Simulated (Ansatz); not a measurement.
**Worked sum: formation energy of the neutral V_Al in AlN (wurtzite, P6₃mc)**

Subject: the formation energy of the neutral V_Al in AlN (wurtzite, P6₃mc). Reaction: 36 AlN (wurtzite) → cell A + Al (fcc).

A: a supercell of 72 sites of AlN (wurtzite, P6₃mc) with one empty Al site amid 4 N; an odd number of electrons; spin state with PBE: parallel moments, net moment 3.0 μB a cell.

Setting: static, neutral cells in Ansatz (PAW) whose structures rest at the PBE level. Ansatz (a quantum-chemistry and plane-wave program) runs with its PAW set soft_1. Other levels take these structures. The lattices are those relaxed with PBE, so at other levels the solids can be strained, which adds to the spread. Larger cells are relaxed from a start prepared with the learned potential CHGNet, on a coarser mesh till forces fall under 0.03 eV/Å, which some starts already meet. A dispersion term (D3(BJ), or D4 for r2SCAN) was computed beside these levels and is taken off wherever the name lacks it. Space groups of crystals are read within 0.01 Å. No search over spin orders was made beyond those shown. Mesh and cell size may move defect energies by 0.1 eV or more. The value holds for the reservoirs listed; other chemical potentials shift it. Cell A has symmetry P3m1 within 0.02 Å and got no random move, so less symmetric positions, which may lie lower, weren't tried.

Total energies of the cells in eV, at zero smearing width. They compare only within one column; the weights balance every element.

| cell | atoms | weight | r2SCAN | RPBE |
|---|---|---|---|---|
| A: AlN:V_Al | 71 | +1 | -32875.38397 | -32881.54754 |
| Al (fcc) | 1 | +1 | -540.40807 | -540.44370 |
| AlN (wurtzite) | 72 | −1 | -33425.25454 | -33430.78550 |

r2SCAN: (-32875.38397) + (-540.40807) − (-33425.25454) = 9.462 eV.

RPBE: (-32881.54754) + (-540.44370) − (-33430.78550) = 8.794 eV.

What follows from the r2SCAN value: The value above is the Al-rich limit, with Al (fcc) as reservoir. The host forms with -1.63 eV/atom at this level, so before it gives way to its other element Δμ(Al) can go down to -1.63 × 2 = -3.26 eV (other compounds may narrow the range). The defect releases 1 Al, so the Al-poor limit is 9.46 + 1 × (-3.26) = 6.20 eV.
